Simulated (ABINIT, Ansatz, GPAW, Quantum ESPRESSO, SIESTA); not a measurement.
## One structure in several programs: Ta3Ru (Fm-3m, 4 atoms in the cell)

Self-consistent single point.

```
Ta3Ru
1.0
    0.00000     3.24822     3.24822
    3.24822     0.00000     3.24822
    3.24822     3.24822     0.00000
Ta Ru
3 1
Direct
  0.25000   0.25000   0.25000
  0.75000   0.75000   0.75000
  0.50000   0.50000   0.50000
  0.00000   0.00000   0.00000
```

Shared settings, as Ansatz (a program for electronic structure) writes them: kpoints.mp_grid.grid = 9 9 9; scf.occupations.method = fermi_dirac; scf.occupations.width = 0.05 eV. Potentials and cutoffs stand in the table.

| code | model | pressure (GPa) | cutoff |
|---|---|---|---|
| SIESTA | LDA PW92, numerical atomic orbitals DZP, PseudoDojo LDA standard norm-conserving potentials (rewritten from UPF to PSML) | -17.48 | grid 300 Ry |
| GPAW | LDA (Perdew-Wang 92), GPAW PAW datasets LDA (gpaw-data 1.0.1) | -15.72 | 600 eV |
| Ansatz | LDA (PW92), PAW files made with PBE | -15.65 | 420 eV |
| Quantum ESPRESSO | LDA (PZ), GBRV 1.5 ultrasoft (LDA) pseudopotentials | -17.14 | 40 Ry |
| ABINIT | LDA (PW92), norm-conserving pseudopotentials (PseudoDojo nc-sr-04 LDA standard) | -16.69 | 44 Ha |

On Ansatz's run: spin-orbit coupling is off. Spin polarisation is off.

The spread over the programs that give each value: pressure within 1.83 GPa.

SIESTA uses small atom-centred bases, whose incompleteness enters pressures, forces and empty levels differently from a plane-wave cutoff. Ansatz's pressure is given at a fixed set of plane waves, as the other plane-wave codes print theirs; with its correction for the finite basis it is -15.58 GPa. The same LDA comes in different parametrisations, which differ slightly. In the pressure, SIESTA (by 1.27) lies more than 1 GPa from the median of the plane-wave programs.

The starting cell comes from a database of computed structures (which also holds hypothetical and non-ambient phases and stackings), without a prior relaxation at this level. Its lattice was rescaled by a random factor within 2.5 % of one.

Left out of this page: FLEUR (not drawn, or without a comparable value).

Keys are those of Ansatz 0.2.
